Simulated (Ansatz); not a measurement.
Effect of 7 layers on Na

Base system: Na in the bcc (W type) structure (space group Im-3m, No. 229; a = 4.2223 Å). Axes: x, y, z lie along the cube axes.

Modification: a free-standing slab of 7 layers (7 atoms, 1 a layer) is cut normal to [110], with 15 Å of vacuum and the in-plane cell held at bulk.

Method: DFT with r2SCAN, PAW potentials and a 500 eV plane-wave cutoff in Ansatz (a program for electronic structure), no SOC, earlier PAW set. Γ-centred 14×14×1 mesh, Fermi–Dirac width 0.05 eV, for the changed cell.

The layer's space group (with vacuum) amounts to Cmmm (No. 65) and the shortest interatomic distance drops by 0.069 Å to 3.588 Å. The band gap remains zero and the excess energy per area of both faces (slab less bulk energy over the cell's area: twice a surface energy) comes out as 0.5 J/m² (uncertain by up to 0.09 J/m²). The thickness between the outermost nuclei amounts to 17.66 Å and the change of the spacing d12 from its bulk value of 2.986 Å is -2.8 %. The change of the spacing d23 from its bulk value of 2.986 Å comes out as -1.0 %.

The excess energy carries the mismatch between the slab's and the bulk's meshes. No phonon test of stability was made.
